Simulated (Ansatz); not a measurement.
SiC (model structure, started from the BN type, Pm-3n, No. 223, 12 atoms in the cell), treated with PBEsol (plane waves, PAW; Ansatz, a program for electronic structure).

Numerical settings: plane-wave cutoff 520 eV, 6×6×6 k mesh, Fermi–Dirac smearing 0.01 eV, scalar-relativistic PAW data made under PBE.

Cell (relaxed with PBEsol):

```cif
data_C6Si6
_chemical_formula_sum 'Si6 C6'
_space_group_name_H-M_alt 'Pm-3n'
_space_group_IT_number 223
_space_group_name_Hall '-P 4n 2 3'
_cell_length_a 5.33128
_cell_length_b 5.33128
_cell_length_c 5.33128
_cell_angle_alpha 90.000
_cell_angle_beta 90.000
_cell_angle_gamma 90.000
loop_
_atom_site_label
_atom_site_type_symbol
_atom_site_symmetry_multiplicity
_atom_site_Wyckoff_symbol
_atom_site_fract_x
_atom_site_fract_y
_atom_site_fract_z
_atom_site_occupancy
Si1 Si 6 c 0.00000 0.50000 0.25000 1
C1 C 6 d 0.00000 0.25000 0.50000 1
```

Q: Predict the band gap, smallest direct gap on the k points sampled and Γ–Γ gap.

A: 
band gap: 1.76 eV (indirect)
smallest direct gap on the k points sampled: 1.94 eV
Γ–Γ gap: 2.76 eV

Note: the relaxation could raise the start's symmetry but not lower it, so the cell can be a saddle point.

Cost on a shared machine: roughly 17 core-seconds.

A model structure was made by putting elements into a prototype or built by hand; it is no filed structure, need not be a known phase, and can be a saddle point held by its symmetry.
